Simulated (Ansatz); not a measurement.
Take Au in the fcc (Cu type) structure (space group Fm-3m, No. 225; a = 4.0477 Å; relaxed with 0.1 eV smearing) as the base. Axes: x, y, z lie along the cube axes.

All numbers come from LDA (Ansatz, an electronic-structure program, PAW, spin-orbit coupling left out).

One thing is altered: the cell is scaled by 0.9750 in all directions, atoms relaxed at fixed cell.

Problem. Predict the stress tensor and what it implies for the stiffness.

Solution. Stress of the strained cell less that of the base (GPa, compression positive):
```
   18.3     0.0     0.0
    0.0    18.3     0.0
    0.0     0.0    18.3
```

Then B = −ΔP/(ΔV/V₀) with ΔV/V₀ = -0.0731 gives secant stiffness values (nonlinear terms included at this strain): B ≈ 250 GPa.

As a check, the harmonic strain energy −½ V₀ Δσ:ε is 71 meV/atom; the computed energy rise is 64 meV/atom.

Stability against distortions was not tested.
